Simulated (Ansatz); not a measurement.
Candidates (primitive cells; geometry: cell and atoms relaxed with PBEsol):
A. CdS (P6_3mc), a = 4.124 Å, b = 4.124 Å, c = 6.710 Å, α = 90.00°, β = 90.00°, γ = 120.00°
B. CdTe (F-43m), a = b = c = 4.589 Å, α = β = γ = 60.00°
C. CdSe (P6_3mc), a = b = 4.3016 Å, c = 7.0220 Å, α = β = 90.00°, γ = 120.00°

Question: Put the candidates in order of hole conductivity mass, lowest first, for PBE with spin-orbit coupling, rigid bands in Ansatz (a program for electronic structure).

Answer: B (0.55 mₑ), C (0.96 mₑ), A (1.28 mₑ)

Masses are for dilute carriers at 300 K, harmonic means over directions unless an axis is named.
